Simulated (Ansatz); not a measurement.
Cell and atoms of amorphous Mo$_{30}$N$_{15}$:

```xyz
45
Lattice="8.4302 0.0576 -0.1303 0.0576 8.3367 0.0015 -0.1303 0.0015 8.1538" Properties=species:S:1:pos:R:3 pbc="T T T"
Mo     4.2444     3.7082     2.6734
Mo     6.3249     1.1336     2.4912
Mo     7.6323     6.7076     2.7110
Mo     3.9709     0.7780     6.4055
Mo     6.0842     5.0594     1.1074
Mo     8.0883     3.0772     0.6544
Mo     3.6962     8.2494     0.6748
Mo     4.8125     6.9493     2.4451
Mo     3.8507     1.0274     3.3126
Mo     3.0885     5.6077     0.0942
Mo     0.2239     5.7995     0.2933
Mo     1.2072     7.9622     7.1498
Mo     2.7273     2.6342     0.1851
Mo     5.3072     2.6097     5.0104
Mo     6.6847     7.9824     0.1161
Mo     1.6805     2.7846     2.8412
Mo     3.0784     4.7061     5.5239
Mo     0.5349     0.3185     1.4881
Mo     5.7501     5.3669     4.2367
Mo     1.8518     5.4730     2.6269
Mo     7.5891     3.5460     3.7007
Mo     4.8782     6.5256     6.7696
Mo     0.1544     5.7472     5.4158
Mo     5.3327     2.3199     0.1327
Mo     7.3414     1.5176     6.6156
Mo     6.2209     8.0518     4.8519
Mo     0.2964     0.3674     4.3747
Mo     3.0384     7.2960     4.6132
Mo     6.9057     4.2185     6.5877
Mo     1.4517     2.6029     5.7545
N      1.0449     6.8658     3.8774
N      1.8321     6.9885     0.9718
N      5.0065     4.5059     5.9812
N      2.0405     0.5855     5.5713
N      4.2400     3.9958     0.6240
N      1.4082     4.1234     1.0382
N      2.4628     1.2123     1.7172
N      1.0539     4.1162     4.3887
N      6.6289     6.0252     7.6238
N      6.3841     3.1856     1.8806
N      3.2068     2.7958     4.3902
N      3.7013     5.5091     3.6338
N      1.7641     5.8811     6.6646
N      8.2993     1.7439     2.7783
N      0.7355     1.7449     7.6187
```

These are PBE, scalar-relativistic without spin-orbit coupling (plane waves to 420 eV, PAW; Ansatz, a program for electronic structure) values and carry that method's errors. The usual formal charges leave 135 electrons over, so the level spacing at the Fermi energy parts defect or band states and needn't be the band gap.

Preparation: random packing, a CHGNet melt and quench, and a DFT relaxation. N atoms were pushed apart under 1.9 Å during the dynamics, to hinder bonds among them. The hot cell started wider than the set density and was brought back towards it in steps. It is the lowest in DFT energy of 2 quenches. It is a model cell: composition and starting density were chosen by hand, and all elements were melted together. No dispersion term was used. Its density started from a set value of 9.69 and ended at 8.95 g/cm³. The simulated quench (nominally 450 K/ps over its main leg) is rapid and tends to freeze in more defects than a deposited or slowly cooled glass has. A cell of this size samples the disorder only roughly. Volume and shape were free in the relaxation. Stress components on the final sampling reach 0.5 GPa. On a 2×2×2 Γ-centred mesh force components of up to 0.58 eV/Å stay, since the relaxation ran on one k-point at (1/4, 1/4, 1/4).

Neighbours within Mo-Mo 3.04 Å, Mo-N 2.62 Å, N-N 1.70 Å count as bonded. Two cations that share two anions don't count as bonded, nor two that share one unless they lie closer than Mo-Mo 2.95 Å.

Q: Give the coordination numbers, mean bond lengths and angles.

A: 
The mean coordination of Mo by anions comes out as 2.77 (1 with 0, 5 with 1, 8 with 2, 5 with 3, 8 with 4, 3 with 5); 156 close contacts or bonds to cations besides and the mean coordination of N is 5.53 (7 with 5, 8 with 6). The mean Mo-Mo close contact comes out as 2.805 Å (spread 0.116 Å, 78 counted), the mean Mo-N bond is 2.147 Å (spread 0.108 Å, 83 counted) and the bond angle at Mo is mean 98.0°, spread 33.2°. The bond angle at N is mean 105.2°, spread 29.7°.
